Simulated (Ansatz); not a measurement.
MoRu3 (model structure, started from the A15 type, Pm-3n, No. 223, 8 atoms in the cell), treated with PBEsol (PAW; Ansatz, a quantum-chemistry and plane-wave program).

Settings: plane-wave cutoff 520 eV, 12×12×12 k mesh, Fermi–Dirac smearing 0.05 eV, no spin polarisation, scalar-relativistic PAW data made under PBE.

Cell (relaxed at this level):

```cif
data_Mo2Ru6
_chemical_formula_sum 'Ru6 Mo2'
_space_group_name_H-M_alt 'Pm-3n'
_space_group_IT_number 223
_space_group_name_Hall '-P 4n 2 3'
_cell_length_a 4.84212
_cell_length_b 4.84212
_cell_length_c 4.84212
_cell_angle_alpha 90.000
_cell_angle_beta 90.000
_cell_angle_gamma 90.000
loop_
_atom_site_label
_atom_site_type_symbol
_atom_site_symmetry_multiplicity
_atom_site_Wyckoff_symbol
_atom_site_fract_x
_atom_site_fract_y
_atom_site_fract_z
_atom_site_occupancy
Ru1 Ru 6 c 0.00000 0.50000 0.25000 1
Mo1 Mo 2 a 0.00000 0.00000 0.00000 1
```

Task: What does this level give for the bulk modulus?

Result: 
- bulk modulus = 308 GPa

Note: the run has no spin polarisation, so it can have missed a magnetic state; the bulk modulus is −V dP/dV from two relaxed cells at ±2 % in volume; the relaxation could raise the start's symmetry but not lower it, so the cell can be a saddle point.

Computed values are for the static lattice.

Computing time: around 4 core-minutes (rough).

A model structure was made by putting elements into a prototype or built by hand; it is no filed structure, need not be a known phase, and can be a saddle point held by its symmetry.
